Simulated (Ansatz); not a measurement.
For C (model structure, Fm-3m, No. 225, 1 atom in the cell), LDA (Ansatz, a program for electronic structure, PAW) gives:

- equilibrium lattice constant a: 3.017 Å
- cohesive energy: 4.33 eV/atom

Q: What does r²SCAN+rVV10 (PAW; Ansatz) give for the same quantities?

A: 
- lattice constant a: 3.091 Å (grows by 2.5 %)
- cohesive energy: 2.94 eV/atom (falls by 1.39 eV/atom)

Changes are worked out from the printed values.

Unless a cell is named, each level is at its own relaxed cell (LDA 6.87, r²SCAN+rVV10 7.38 Å³/atom).

Ansatz's density-functional and Hartree–Fock values are scalar-relativistic unless marked +SOC, with PAW data made under PBE.

A model structure was made by putting elements into a prototype or built by hand; it is no filed structure, need not be a known phase, and can be a saddle point held by its symmetry.
